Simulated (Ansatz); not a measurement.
beta Ga2O3: the defect Ge on the Ga site (broken-bond start)

The numbers are results of PBE, PAW (plane waves to 420 eV; Ansatz, a first-principles code), not measurements. The supercell holds 120 host sites (1×3×2 repeats of the unit cell), with a 2×2×2 shifted k-point sampling for the final energies. Sites at the start: the Ga(1,4-fold) site; started 0.95 Å off site, one bond broken. Finite-size correction: monopole term and site-potential alignment. Dielectric constants: PBE linear response of the host. Host gap at this level: 2.01 eV. These values are not converged in cell size to better than tenths of an eV. PBE underestimates the host's gap, which shifts levels and can delocalise carriers. Spin–orbit coupling is left out. Each state is the lowest found from its start.

Charges from +1 to −1 were run; one beyond them could lie lower near a band edge.

```json
[
 {"charge": "+1", "moment (μB)": "not spin-polarised", "point group": "Cs", "largest move off a lattice site (Å)": "0.10", "image correction with alignment (eV)": "0.16"},
 {"charge": "0*", "moment (μB)": "quenched", "point group": "Cs", "largest move off a lattice site (Å)": "0.09", "image correction with alignment (eV)": "–"},
 {"charge": "−1†", "moment (μB)": "not spin-polarised", "point group": "–", "largest move off a lattice site (Å)": "0.08", "image correction with alignment (eV)": "0.03"}
]
```

* At this level the carrier isn't localised at the defect: at charge 0 electrons occupy the conduction band. Such a state is shallow or no state of the defect, and this cell gives it no level.

† Not settled in this cell, so no level is given: charge −1: carriers not clearly localised, level within 0.1 eV of a band edge or past it.

Point groups are those of the whole cell at tolerances of 0.03 and 0.1 Å ("near" where only the looser one holds); none is given for unsettled states.

Starting moments that weren't kept: charge 0 began with 1 μB and ended with 0.0.

No other site or start that was run ended lower by more than 0.1 eV.

Flagged in the runs: a doubtful potential alignment, a host whose relaxation on this sampling wasn't shown to rest.
